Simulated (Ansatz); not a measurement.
Consider MgSe in the rock salt structure (space group Fm-3m, No. 225; a = 5.391 Å).

Calculations: LDA (Ansatz, a quantum-chemistry and plane-wave program), without spin-orbit coupling.

Base values:

* **Band gap**: 1.72 eV
* **Pressure**: 0.00 GPa
* **Hole mass**: 0.16, 0.75, 0.75 mₑ (at Γ)

The change: the cell is scaled by 1.0150 in all directions; the atoms relax in the strained cell.

### Question
Predict the new band gap.

### Answer
The band gap decreases by 0.073 eV (1.72 eV → 1.64 eV).

### Question
Estimate the effect on the pressure.

### Answer
The pressure goes from zero to -2.81 GPa.

### Question
Predict the new hole mass.

### Answer
The hole mass (degenerate bands, along [100]) goes from 0.16, 0.75, 0.75 mₑ (at Γ) to 0.15, 0.79, 0.79 mₑ (at Γ).

Effective masses come from finite differences of ±0.01 Å⁻¹. Stability against distortions was not tested.
